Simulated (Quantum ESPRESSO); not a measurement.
Quantum ESPRESSO 7.5, DFT, PBE, plane waves, SSSP 1.1.2 efficiency PBE: diamond-structure Si with 3 B on Si sites (Si13B3), unrelaxed at the host's lattice constant, 16 atoms. Basis and mesh were picked for this test and aren't claimed converged.

- cell = 7.68, 7.68, 7.68 Å; 60, 60, 60°
- task = scf
- k mesh = 3×3×3
- ecutwfc = 45 Ry
- ecutrho = 360 Ry
- occupations = smearing
- smearing = gaussian
- degauss = 0.005 Ry
- conv_thr = 1.6e-08 Ry
- tprnfor = true
- tstress = false
- k-point pools (-nk) = 2
- diagonalization = david (default)
- k-points computed = 6
- bands = 37
- electrons = 61
- G-vectors of the density = 248849
- FFT grid = 90×90×90
- symmetry operations = 8

One run each.

All on 8 ranks. Base settings, kept where nothing else is said: mixing_mode = plain (default), mixing_beta = 0.7 (default), mixing_ndim = 8 (default). The settings tried:
- mixing_ndim = 4
- mixing_mode = local-TF, mixing_beta = 0.4
- mixing_mode = local-TF, mixing_beta = 0.1
- mixing_beta = 0.1
- mixing_ndim = 2
- mixing_beta = 1
- mixing_beta = 0.4
- the base settings
- mixing_mode = TF, mixing_beta = 0.1
- mixing_mode = TF, mixing_beta = 1
- mixing_mode = local-TF
- mixing_mode = TF, mixing_beta = 0.2
- mixing_mode = local-TF, mixing_beta = 0.2
- mixing_mode = TF
- mixing_ndim = 16
- mixing_beta = 0.2
- mixing_mode = TF, mixing_beta = 0.4

Task: Which settings need the fewest SCF iterations, which the most, and do any fail to converge?

Result: Fewest SCF iterations, with those close behind: mixing_mode = TF, mixing_beta = 1 (9); mixing_mode = TF (10); mixing_mode = local-TF (10); the base settings (12); mixing_beta = 0.4 (12); mixing_ndim = 16 (12). Most among those that reach the base run's result: mixing_mode = TF, mixing_beta = 0.1 (24); mixing_mode = local-TF, mixing_beta = 0.1 (22); mixing_mode = TF, mixing_beta = 0.2 (22). All converged.

| setting | SCF iterations | end |
|---|---|---|
| mixing_mode = TF, mixing_beta = 1 | 9 | converged |
| mixing_mode = TF | 10 | converged |
| mixing_mode = local-TF | 10 | converged |
| the base settings | 12 | converged |
| mixing_beta = 0.4 | 12 | converged |
| mixing_ndim = 16 | 12 | converged |
| mixing_beta = 1 | 13 | converged |
| mixing_mode = local-TF, mixing_beta = 0.4 | 14 | converged |
| mixing_ndim = 4 | 14 | converged |
| mixing_beta = 0.2 | 15 | converged |
| mixing_mode = TF, mixing_beta = 0.4 | 15 | converged |
| mixing_ndim = 2 | 16 | converged |
| mixing_mode = local-TF, mixing_beta = 0.2 | 19 | converged |
| mixing_beta = 0.1 | 20 | converged |
| mixing_mode = TF, mixing_beta = 0.2 | 22 | converged |
| mixing_mode = local-TF, mixing_beta = 0.1 | 22 | converged |
| mixing_mode = TF, mixing_beta = 0.1 | 24 | converged |
